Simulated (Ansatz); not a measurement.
## Effective masses and thermopower of AgBr (Fm-3m)

Given:

```
AgBr
1.0
    0.00000     2.83730     2.83730
    2.83730     0.00000     2.83730
    2.83730     2.83730     0.00000
Ag Br
1 1
Direct
  0.00000   0.00000   0.00000
  0.50000   0.50000   0.50000
```

Level of theory: PBEsol, rigid bands (plane waves, PAW, scalar-relativistic; Ansatz, a quantum-chemistry and plane-wave program). How the cell was made: cell and atoms relaxed with PBEsol.

| Item | Result |
|---|---|
| band gap | 0.50 eV |
| electron conductivity mass (300 K, dilute) | 0.188 mₑ |
| effective density of states N_c (300 K) | 2.0e18 cm⁻³ |
| density-of-states mass, electrons | 0.186 mₑ |
| Seebeck coefficient, n-type 1e19 cm⁻³, 300 K | -109 μV/K |

Rigid bands; masses and Seebeck coefficients take one relaxation time τ for all states and one kind of carrier; polarons and phonon drag are left out. Spin-orbit coupling is left out.
